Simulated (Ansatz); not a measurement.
Structures of equal composition on the (100) surface of rock-salt TiC: Cr on all Ti sites of the second plane; Cr on all Ti sites of the top plane. The slabs share one bottom face, and each structure is named by its start. These are constructed structures in small cells; real faces may alloy, dewet or reconstruct in larger ones, and not all known structures of the face are among them. Slabs of about 13 Å, Fermi-Dirac smearing of 0.1 eV. Bottom of the slabs: a bare face, its two planes held. Relaxed from the named starts with such symmetry as they have, on meshes of like density; energies extrapolated to zero smearing; spin only where a row says so; no spin-orbit coupling, no U. Brackets mark spin-polarised runs, whose order is one that fits the cell.

All values below come from PBE (plane waves to 420 eV, PAW; Ansatz, a program for electronic structure).

Rank these by energy per 1x1 cell (lowest first), as PBE gives it.

Cr on all Ti sites of the top plane (0.000 eV [spin, 1.2 μB a cell]), Cr on all Ti sites of the second plane (0.069 eV [spin, 1.6 μB a cell])
